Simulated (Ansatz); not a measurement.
Input and output of a self-consistent single point for AgBr (Fm-3m, 2 atoms in the cell) (Ansatz, a program for electronic structure).

Method: LDA (PW92), default PAW files made with PBE (plane waves; Ansatz).

```yaml
crystal:
  lattice:
    - [0.00000, 2.88500, 2.88500]
    - [2.88500, 0.00000, 2.88500]
    - [2.88500, 2.88500, 0.00000]
  atoms:
    - { symbol: Ag, position: [0.00000, 0.00000, 0.00000] }
    - { symbol: Br, position: [0.50000, 0.50000, 0.50000] }
```

Reference input (self-consistent single point, DFT, PBE, plane waves, default PAW files): kpoints.mp_grid.grid = 10 10 10; hamiltonian.xc = pbe; hamiltonian.pseudopotentials = {kind: paw} (the program's default PAW files); scf.occupations.method = fermi_dirac; scf.occupations.width = 0.05 eV. This run's input differs from it in these lines:

Ansatz 0.2 input:
```diff
@@ -12,3 +12,3 @@
 hamiltonian:
-  xc: pbe
+  xc: lda
   pseudopotentials: { kind: paw }
```

The program printed (abridged):

```
SCF iter   1: F=—  HF=-10152.405598 eV  |F-HF|=—  |Δ(HF+E_count)|=         —  Δρ=9.24e-3  dr2=3.41e-2  ethr=1.77e-3  ⟨swp⟩=5.1  Hψ=3840  notcnv=0
all-band conjugate gradients solve this SCF's bands
preconditioner: auto → none
SCF iter   2: F=—  HF=-10152.398907 eV  |F-HF|=—  |Δ(HF+E_count)|=   6.69e-3  Δρ=4.48e-3  dr2=6.50e-3  ethr=1.31e-4  ⟨swp⟩=3.0  Hψ=1880  notcnv=0
SCF iter   3: F=—  HF=-10152.397049 eV  |F-HF|=—  |Δ(HF+E_count)|=   1.86e-3  Δρ=1.81e-3  dr2=7.29e-4  ethr=2.50e-5  ⟨swp⟩=2.4  Hψ=1332  notcnv=0
SCF iter   4: F=—  HF=-10152.396884 eV  |F-HF|=—  |Δ(HF+E_count)|=   1.65e-4  Δρ=4.96e-4  dr2=7.01e-5  ethr=2.80e-6  ⟨swp⟩=2.2  Hψ=1228  notcnv=0
SCF iter   5: F=—  HF=-10152.396837 eV  |F-HF|=—  |Δ(HF+E_count)|=   4.70e-5  Δρ=3.88e-5  dr2=3.57e-7  ethr=2.70e-7  ⟨swp⟩=1.2  Hψ=831  notcnv=0
SCF iter   6: F=-10152.396837 eV  HF=-10152.396837 eV  |F-HF|=1.52e-9  |Δ(HF+E_count)|=   6.70e-8  Δρ=5.30e-6  dr2=5.64e-9  ethr=3.85e-10  ⟨swp⟩=6.9  Hψ=3994  notcnv=0
SCF 1 converged in 6 iterations: F = -10152.396837 eV  dr2 = 5.64e-9
Free energy (F): -10152.396837 eV
Internal energy: -10152.396719 eV  (E = F + TS)
E sigma→0 (E₀):  -10152.396778 eV
Entropy (-TS):   -0.000118 eV (-0.059 meV/atom)
Fermi energy:    7.895193 eV
--- Forces (eV/Å), atoms counted from 1 ---
  atom   1  Ag    -0.00000000     0.00000000     0.00000000
  atom   2  Br     0.00000000     0.00000000     0.00000000
--- Stress (GPa, compression-positive) ---
       -4.802172       0.000000       0.000000
       -0.000000      -4.802172      -0.000000
       -0.000000       0.000000      -4.802172
  P = ⅓ Tr σ = -4.8022 GPa (-48.022 kbar)
  The stress holds the Pulay correction. Without it, at fixed plane waves, as pw.x and ABINIT print it: P = -4.8302 GPa
```

The run converged in 6 iterations. Against the reference run the pressure goes from 1.57 to -4.80 GPa and the gap on the mesh goes from 0.676 to 0.380 eV.

The starting cell has typed, rounded lattice constants, without a prior relaxation at this level. With a pressure of about -5 GPa the cell is away from its equilibrium volume at this level. Ansatz's pressure includes its estimate of the finite-basis (Pulay) stress.
